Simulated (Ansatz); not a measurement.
## How far PBE and PBEsol part for hypothetical diamond Ti

The parent structure is Ti in the diamond structure (space group Fd-3m, No. 227; a = 5.679 Å; a hypothetical phase, not in the database extracts checked).

(Cell as relaxed with PBE.)

Levels (all Ansatz, a quantum-chemistry and plane-wave program, PAW): PBE (420 eV, no SOC); PBEsol (420 eV, no spin-orbit coupling).

Each level relaxes its own structure.

```
quantity                  PBE    PBEsol
-------------------  --------  --------
volume per atom      22.90 Å³  21.01 Å³
lattice parameter a   5.679 Å   5.519 Å
band gap                 zero      zero
```

PBE's volume per atom lies 1.882 Å³ above PBEsol's (9.0 %); PBE's lattice parameter a lies 0.160 Å above PBEsol's (2.9 %); the two agree on the band gap. Neither level is exact; PBEsol is the comparison here, not a measurement.

No phonon test of stability was made. All final runs are without spin polarisation. Ti has a high density of states at the Fermi level and may be magnetic at this level.
